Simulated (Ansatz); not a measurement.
## YMgNO (model structure, started from the LaZnOP type, P4/nmm, No. 129, 8 atoms in the cell)

Method: LDA (PAW; Ansatz, a program for electronic structure).

Run with plane-wave cutoff 520 eV, 8×8×4 k mesh (along the axes of the cell as run), Fermi–Dirac smearing 0.01 eV, scalar-relativistic PAW data made under PBE.

Cell (relaxed at this level):

```
MgYNO
1.0
    3.70230     0.00000     0.00000
    0.00000     3.70230     0.00000
    0.00000     0.00000     7.62577
Y Mg N O
2 2 2 2
Direct
  0.00000   0.50000   0.85211
  0.50000   0.00000   0.14789
  0.00000   0.00000   0.50000
  0.50000   0.50000   0.50000
  0.50000   0.00000   0.62773
  0.00000   0.50000   0.37227
  0.50000   0.50000   0.00000
  0.00000   0.00000   0.00000
```

```yaml
band_gap: 2.17 eV (on the SCF k mesh)
bulk modulus B0: 101 GPa
```

Note: the bulk modulus is −V dP/dV from two relaxed cells at ±2 % in volume; the relaxation could raise the start's symmetry but not lower it, so the cell can be a saddle point.

Spin–orbit coupling is not included.

A model structure was made by putting elements into a prototype or built by hand; it is no filed structure, need not be a known phase, and can be a saddle point held by its symmetry.
